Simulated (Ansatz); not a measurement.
Consider the following.

End structure of a constructed model of the (100) surface of fcc Pt, a layer of Ir in place of the second plane (bottom of the slab: a bare face, its two planes held):

```
CELL_PARAMETERS angstrom
      2.80721     0.00000     0.00000
      0.00000     2.80721     0.00000
      0.00000     0.00000    26.00000
ATOMIC_POSITIONS crystal
  Pt 0.50000 0.50000 0.30798
  Pt 0.00000 0.00000 0.38433
  Pt 0.50000 0.50000 0.46095
  Pt 0.00000 0.00000 0.53819
  Ir 0.50000 0.50000 0.61123
  Pt 0.00000 0.00000 0.68233
```

Model: 6-atom slab, 10.0 Å thick at the start (thin: gaps and levels are the slab's own), 13x13x1 mesh, Fermi-Dirac 0.1 eV, dipole correction, 2 atoms held, the rest relaxed; symmetry of the start imposed; no spin, no spin-orbit, no U. It is one candidate, not shown to be the stable structure of the face.

Estimate the work function of the top face that PBE (Ansatz, an electronic-structure program) returns for this input.

5.54 eV
